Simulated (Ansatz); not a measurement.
**A computed series for Ca3SbN: pressure series**

Start from Ca3SbN in the anti-perovskite structure (space group Pm-3m, No. 221; a cell from a computed database, its experimental status unchecked).

```xyz
5
Lattice="4.8027 0.0000 0.0000 0.0000 4.8027 0.0000 0.0000 0.0000 4.8027" Properties=species:S:1:pos:R:3 pbc="T T T"
Ca     0.0000     2.4014     2.4014
Ca     2.4014     0.0000     2.4014
Ca     2.4014     2.4014     0.0000
Sb     0.0000     0.0000     0.0000
N      2.4014     2.4014     2.4014
```

Cell and atoms are relaxed at each pressure.

Calculations: Kohn–Sham DFT with the PBEsol functional, run in Ansatz (an electronic-structure program) with PAW and 420 eV plane waves, without spin-orbit coupling.

Notes on the quantities. electron mass: degenerate bands, along [100].

| variant | electron mass | band gap | lattice parameter a |
|---|---|---|---|
| base | 0.074, 0.86 mₑ (at Γ) | 0.33 eV | 4.803 Å |
| pressure −2 GPa | 0.085, 0.87 mₑ (at Γ) | 0.39 eV | 4.858 Å |
| pressure −1 GPa | 0.079, 0.87 mₑ (at Γ) | 0.36 eV | 4.829 Å |
| pressure 0.3 GPa | 0.073, 0.86 mₑ (at Γ) | 0.32 eV | 4.795 Å |
| pressure 0.7 GPa | 0.070, 0.86 mₑ (at Γ) | 0.31 eV | 4.786 Å |
| pressure 1.5 GPa | 0.066, 0.86 mₑ (at Γ) | 0.29 eV | 4.767 Å |
| pressure 3 GPa | 0.059, 0.85 mₑ (at Γ) | 0.25 eV | 4.733 Å |
| pressure 5 GPa | 0.049, 0.84 mₑ (at Γ) | 0.20 eV | 4.693 Å |
| pressure 7.5 GPa | – | 0.14 eV | 4.648 Å |
| pressure 10 GPa | – | 0.08 eV | 4.608 Å |

With Sb present, leaving out spin-orbit coupling can change the band edges. Load acts through the strain it causes; cell and atoms are relaxed under it. Masses are band curvatures over ±0.01 Å⁻¹ around the edge. Whether these cells are dynamically stable was not tested. No other phases were tried under pressure. A zero or small gap of Ca3SbN under pressure 1.5 GPa, Ca3SbN under pressure 3 GPa, Ca3SbN under pressure 5 GPa and Ca3SbN under pressure 7.5 GPa can be the functional's error rather than a property of the material.
